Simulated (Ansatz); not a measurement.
Start from PbS in the rock salt structure (space group Fm-3m, No. 225; a = 5.903 Å).

Method: PBEsol (Ansatz, a quantum-chemistry and plane-wave program, PAW, spin-orbit coupling left out), earlier PAW set.

Base values:

The pressure is 0.0 kbar.

One thing is altered: the cell is scaled by 0.9608 in all directions, atoms relaxed at fixed cell.

Task: What happens to the pressure and energy relative to the base?

Result: The pressure goes from zero to 92.0 kbar; the energy rises by 75 meV/atom.

The cells carry an imposed strain or load. Stability against distortions was not tested.
